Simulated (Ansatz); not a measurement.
The starting structures come from a database of crystals and need not be the phases stable at ambient conditions.

The decay constant κ of evanescent states in the gap governs leakage through a thin film.

Consider the following.

```yaml
crystal:
  lattice:
    - [5.83819, 0.00000, 0.00000]
    - [-2.91909, 5.57731, 0.01856]
    - [0.00000, -3.08879, 4.97283]
  atoms:
    - { symbol: Si, position: [0.25000, 0.00000, 0.00000] }
    - { symbol: Si, position: [0.75000, 0.00000, 0.00000] }
    - { symbol: Se, position: [0.12624, 0.25247, 0.34901] }
    - { symbol: Se, position: [0.87376, 0.74753, 0.65099] }
    - { symbol: Se, position: [0.37376, 0.74753, 0.09654] }
    - { symbol: Se, position: [0.62624, 0.25247, 0.90346] }
```

Space group of this cell: Ibam. The cell was relaxed by PBE-D3(BJ).

Transport runs along the normal of the first two printed cell vectors.

The gap is the functional's own, uncorrected, and κ follows it; spin-orbit coupling is left out. Mid-gap values are interpolated between the computed energies.

Task: Give the band gap and the smallest decay constant κ at mid-gap that Ansatz (a program for electronic structure) with PBEsol yields.

Result: Gap 1.46 eV on a 6×6×6 mesh; κ = 0.211 1/Å, at the zone centre.
